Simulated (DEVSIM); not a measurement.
# abrupt InP p-n junction

Structure: abrupt InP p-n junction, at 350 K.

```
layer (left to right)  material  thickness (μm)  Nd (cm⁻³)  Na (cm⁻³)   τn (s)   τp (s)
---------------------  --------  --------------  ---------  ---------  -------  -------
1                           InP           0.400          -     2.6e15  3.1e-10  3.1e-10
2                           InP            2.60     5.6e16          -  3.1e-10  3.1e-10
```

Left contact: ohmic. Right contact: ohmic. Voltage is applied to the left contact. Recombination: SRH at mid-gap, Auger. Mobility is constant in doping.

Constants are typed, rounded textbook-type inputs, not results; the design itself was drawn at random and stands for no fabricated device. Values at 300 K; Nc and Nv go as T^1.5, mobilities as T to minus their exponent, the gap by Varshni's rule with the affinity fixed.

| parameter | InP |
|---|---|
| gap (eV) | 1.344 |
| affinity (eV) | 4.38 |
| permittivity | 12.5 |
| Nc (cm⁻³) | 5.7e17 |
| Nv (cm⁻³) | 1.1e19 |
| μn (cm²/Vs) | 5200 |
| μp (cm²/Vs) | 170 |
| T exponent of μn | 2 |
| T exponent of μp | 2 |
| Cn (cm⁶/s) | 9e-31 |
| Cp (cm⁶/s) | 9e-31 |
| Varshni α (eV/K) | 0.000363 |
| Varshni β (K) | 162 |

Model (solved in DEVSIM): 1D drift-diffusion, Boltzmann statistics, complete ionisation; no tunnelling, impact ionisation, image-force lowering or self-heating.

The potential step across the device at zero bias is 0.992 V, the largest field in the device at zero bias comes out as 31000 V/cm and the dark forward voltage at 1 A/cm² is 0.636 V. The dark forward voltage at 100 A/cm² is 0.802 V.

Small-signal capacitance in reverse bias (quasi-static):

```csv
V (V),C (nF/cm²)
-0.4,24.7
-1,23.8
-2,22.6
-3,21.5
-4,20.6
-6,19.0
-8,17.8
-10,16.7
-13,15.5
-16,14.5
-20,13.4
```

Dark forward current:

(V (V), J (A/cm²)): (0.05, 1.4e-6); (0.10, 4.5e-6); (0.20, 3.1e-5); (0.25, 8.1e-5); (0.35, 0.00062); (0.40, 0.0019); (0.45, 0.0064); (0.55, 0.091); (0.60, 0.37); (0.65, 1.5); (0.75, 25); (0.80, 95); (0.90, 980); (0.95, 2300)
